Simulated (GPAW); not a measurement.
**A self-consistent single point of CoSi (P2_13, 8 atoms in the cell) with GPAW**

Level of theory: PBE, GPAW PAW datasets PBE (gpaw-data 1.0.1) (plane waves; GPAW).

This input was run:

```python
from ase import Atoms
from ase.units import GPa
from gpaw import GPAW, PW

atoms = Atoms(['Co', 'Co', 'Co', 'Co', 'Si', 'Si', 'Si', 'Si'],
              cell=[[4.440977, 0.000000, 0.000000],
                    [0.000000, 4.440977, 0.000000],
                    [0.000000, 0.000000, 4.440977]],
              scaled_positions=[[0.854100, 0.645900, 0.354100],
                                [0.645900, 0.354100, 0.854100],
                                [0.354100, 0.854100, 0.645900],
                                [0.145900, 0.145900, 0.145900],
                                [0.156540, 0.343460, 0.656540],
                                [0.343460, 0.656540, 0.156540],
                                [0.656540, 0.156540, 0.343460],
                                [0.843460, 0.843460, 0.843460]],
              pbc=True)

calc = GPAW(mode=PW(850),
            xc='PBE',
            kpts=(9, 9, 9),
            occupations={'name': 'methfessel-paxton', 'width': 0.1, 'order': 0},
            nbands=-12,
            symmetry={'symmorphic': False, 'tolerance': 0.0005},
            maxiter=150)

atoms.calc = calc

energy = atoms.get_potential_energy()
print('Energy (eV):', round(energy, 6))
forces = atoms.get_forces()
print('Forces (eV/Ang):')
print(forces.round(5))
stress = atoms.get_stress()
print('Stress (GPa, Voigt):', (stress / GPa).round(4))
```

Log, with long lists cut:

```
Input parameters:
  kpts: [9 9 9]
  maxiter: 150
  mode: {ecut: 850.0,
         name: pw}
  nbands: -12
  occupations: {name: methfessel-paxton,
                order: 0,
                width: 0.1}
  symmetry: {symmorphic: False,
             tolerance: 0.0005}
  xc: PBE

species:
  Co:
    name: Cobalt
    Z: 27.0
    valence: 9
    core: 18
    charge: 0.0
    file: Co.PBE.gz

    # Using partial waves for Co as LCAO basis

  Si:
    name: Silicon
    Z: 14.0
    valence: 4
    core: 10
    charge: 0.0
    file: Si.PBE.gz

    # Using partial waves for Si as LCAO basis

Reference energy: -183156.216624  # eV

Spin-paired calculation

Convergence criteria:
 Maximum [total energy] change in last 3 cyles: 0.0005 eV / valence electron
 Maximum integral of absolute [dens]ity change: 0.0001 electrons / valence electron
 Maximum integral of absolute [eigenst]ate change: 4e-08 eV^2 / valence electron
 Maximum number of scf [iter]ations: 150

Symmetries present (total): 12
Symmetries with fractional translations: 9
729 k-points: 9 x 9 x 9 Monkhorst-Pack grid
45 k-points in the irreducible part of the Brillouin zone
       k-points in crystal coordinates                weights
   0:     0.00000000    0.00000000    0.00000000          1/729
   1:     0.11111111    0.00000000    0.00000000          6/729
   2:     0.11111111    0.11111111    0.00000000         12/729
   [... 7 lines left out ...]
          ...
  44:     0.44444444    0.44444444    0.44444444          8/729

Wave functions: Plane wave expansion
  Cutoff energy: 850.000 eV
  Number of coefficients (min, max): 4887, 4954
  Pulay-stress correction: 0.000000 eV/Ang^3 (de/decut=0.000000)

Occupation numbers: Methfessel-Paxton:
  width: 0.1000  # eV
  order: 0

Eigensolver

Densities:
  Coarse grid: 30*30*30 grid
  Fine grid: 60*60*60 grid
  Total Charge: 0.000000

Density mixing:
  Method: separate
  Backend: pulay
  Linear mixing parameter: 0.05
  old densities: 5
  Damping of long wavelength oscillations: 50

Hamiltonian:
  XC and Coulomb potentials evaluated on a 60*60*60 grid
  External potential:
    NoExternalPotential

XC parameters: PBE with 2 nearest neighbor stencil

Number of atoms: 8
Number of atomic orbitals: 52
Number of bands in calculation: 38
Number of valence electrons: 52
Bands to converge: occupied

Density initialized from atomic densities
  38 bands from LCAO basis set

Atomic positions and initial magnetic moments

Positions:
   0 Co     3.793038    2.868427    1.572550    ( 0.0000,  0.0000,  0.0000)
   1 Co     2.868427    1.572550    3.793038    ( 0.0000,  0.0000,  0.0000)
   2 Co     1.572550    3.793038    2.868427    ( 0.0000,  0.0000,  0.0000)
   3 Co     0.647939    0.647939    0.647939    ( 0.0000,  0.0000,  0.0000)
   4 Si     0.695191    1.525298    2.915679    ( 0.0000,  0.0000,  0.0000)
   5 Si     1.525298    2.915679    0.695191    ( 0.0000,  0.0000,  0.0000)
   6 Si     2.915679    0.695191    1.525298    ( 0.0000,  0.0000,  0.0000)
   7 Si     3.745786    3.745786    3.745786    ( 0.0000,  0.0000,  0.0000)

Unit cell:
           periodic     x           y           z      points  spacing
  1. axis:    yes    4.440977    0.000000    0.000000    30     0.1480
  2. axis:    yes    0.000000    4.440977    0.000000    30     0.1480
  3. axis:    yes    0.000000    0.000000    4.440977    30     0.1480

  Lengths:   4.440977   4.440977   4.440977
  Angles:   90.000000  90.000000  90.000000

Effective grid spacing dv^(1/3) = 0.1480

     iter     time        total  log10-change:
                         energy   eigst   dens
iter:   1 --:--:--   -60.161898
iter:   2 --:--:--   -59.950205   -0.21  -1.20
iter:   3 --:--:--   -59.623897   -0.78  -1.24
iter:   4 --:--:--   -59.907584   -0.88  -1.33
iter:   5 --:--:--   -59.997968   -0.81  -1.52
iter:   6 --:--:--   -59.638164   -2.38  -1.65
iter:   7 --:--:--   -59.496649   -1.62  -1.84
iter:   8 --:--:--   -59.498069   -2.75  -2.51
iter:   9 --:--:--   -59.489773c  -3.02  -2.49
iter:  10 --:--:--   -59.489451c  -4.54  -3.04
iter:  11 --:--:--   -59.489470c  -5.10  -3.61
iter:  12 --:--:--   -59.489442c  -5.79  -3.69
iter:  13 --:--:--   -59.489436c  -5.88  -3.81
iter:  14 --:--:--   -59.489437c  -6.15  -4.01c
iter:  15 --:--:--   -59.489435c  -7.14  -4.20c
iter:  16 --:--:--   -59.489434c  -6.85  -4.26c
iter:  17 --:--:--   -59.489434c  -7.52c -4.68c

Converged after 17 iterations.

Dipole moment: (0.000000, -0.000000, 0.000000) |e|*Ang

Energy contributions relative to reference atoms: (reference = -183156.216624)

Kinetic:        +65.241454
Potential:      -47.503859
External:        +0.000000
XC:             -76.929495
Entropy (-ST):   -0.006557
Local:           -0.294255
SIC:             +0.000000
--------------------------
Free energy:    -59.492713
Extrapolated:   -59.489434

Showing only first 2 kpts
 Kpt  Band  Eigenvalues  Occupancy
  0    24     11.73185    1.16331
  0    25     11.73185    1.16331
  0    26     11.73185    1.16331
  0    27     14.20454    0.00000

  1    24     11.56717    1.98876
  1    25     11.69477    1.53491
  1    26     11.98058    0.00093
  1    27     13.76822    0.00000

Fermi level: 11.74642

No gap
No difference between direct/indirect transitions
Energy (eV): -59.489434

Forces in eV/Ang:
  0 Co    0.02310   -0.02310    0.02310
  1 Co   -0.02310    0.02310    0.02310
  2 Co    0.02310    0.02310   -0.02310
  3 Co   -0.02310   -0.02310   -0.02310
  4 Si    0.01431   -0.01431    0.01431
  5 Si   -0.01431    0.01431    0.01431
  6 Si    0.01431    0.01431   -0.01431
  7 Si   -0.01431   -0.01431   -0.01431

Stress tensor:
     0.000570    -0.000000     0.000000
    -0.000000     0.000570    -0.000000
     0.000000    -0.000000     0.000570
Stress (GPa, Voigt): [ 0.0913  0.0913  0.0913 -0.      0.     -0.    ]
```

The run converged in 17 iterations. GPAW prints stress with tension positive.

The starting cell comes from a database of computed structures (which also holds hypothetical and non-ambient phases and stackings), without a prior relaxation at this level. Its lattice was rescaled by a random factor within 2.5 % of one. Spin polarisation is off.

Cost on one core of a shared machine: roughly 2 min.
